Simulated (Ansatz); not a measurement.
ZrTa (model structure, Fm-3m, No. 225, 2 atoms in the cell)

These are PBE (PAW; Ansatz, a first-principles code) values and carry that method's errors.

Settings: plane-wave cutoff 520 eV, 18×18×18 k mesh, Fermi–Dirac smearing 0.05 eV, scalar-relativistic PAW data made under PBE.

Cell (relaxed at this level):

```cif
data_Ta4Zr4
_chemical_formula_sum 'Ta4 Zr4'
_space_group_name_H-M_alt 'Fm-3m'
_space_group_IT_number 225
_space_group_name_Hall '-F 4 2 3'
_cell_length_a 5.66182
_cell_length_b 5.66182
_cell_length_c 5.66182
_cell_angle_alpha 90.000
_cell_angle_beta 90.000
_cell_angle_gamma 90.000
loop_
_atom_site_label
_atom_site_type_symbol
_atom_site_symmetry_multiplicity
_atom_site_Wyckoff_symbol
_atom_site_fract_x
_atom_site_fract_y
_atom_site_fract_z
_atom_site_occupancy
Ta1 Ta 4 a 0.00000 0.00000 0.00000 1
Zr1 Zr 4 b 0.50000 0.50000 0.50000 1
```
(The calculation used a cell of 2 atoms; values per cell refer to that cell.)

| Quantity | Result |
|---|---|
| band gap | none |
| bulk modulus | 96.1 GPa |

Note: the bulk modulus is −V dP/dV from two relaxed cells at ±2 % in volume; the relaxation could raise the start's symmetry but not lower it, so the cell can be a saddle point.

Spin–orbit coupling is not included.

The computed numbers hold no vibrational or temperature effects.

A model structure was made by putting elements into a prototype or built by hand; it is no filed structure, need not be a known phase, and can be a saddle point held by its symmetry.
